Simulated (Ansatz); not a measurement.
# What isotropic strain +2.47 % does to MgSe

Start from MgSe in the rock salt structure (space group Fm-3m, No. 225; a = 5.4722 Å).

One thing is altered: an isotropic linear strain of +2.47 %, atoms relaxed at fixed cell.

Level of theory: DFT with r2SCAN, PAW potentials and a 500 eV plane-wave cutoff in Ansatz (a first-principles code), no spin-orbit coupling. Γ-centred 10×10×10 mesh, Fermi–Dirac width 0.05 eV.

- Volume per atom: 22.04 Å³ (base 20.48 Å³)
- Space group: Fm-3m (No. 225) (base Fm-3m (No. 225))
- Shortest interatomic distance: 2.804 Å (base 2.736 Å)
- Energy relative to the base (free energy F): +22 meV/atom
- Pressure: -4.18 GPa (base 0.00 GPa)
- Band gap: 2.35 eV (base 2.48 eV)
- Gap character: indirect, Γ → X (base indirect, Γ → X)
- Smallest direct gap: 2.94 eV (base 3.44 eV)
- Mean gap deformation potential ΔEg/Δln V: -1.8 eV
- Width of the top valence band: 2.26 eV (base 2.47 eV)
- Electron mass: 0.47 mₑ along k, 0.25 mₑ across (at X) (base 0.48 mₑ along k, 0.25 mₑ across (at X))
- Hole mass (degenerate bands, along [100]): 0.19, 0.86, 0.86 mₑ (at Γ) (base 0.20, 0.79, 0.79 mₑ (at Γ))
- Valley order (the lowest conduction-band minima on the path, energy above the VBM, named in the base's zone): X along ⟨100⟩ 2.35 eV; Γ 2.94 eV (base X along ⟨100⟩ 2.48 eV; Γ 3.44 eV)

Effective masses come from finite differences of ±0.01 Å⁻¹. Along k means along the line from Γ to the band edge. Whether these cells are dynamically stable was not tested.
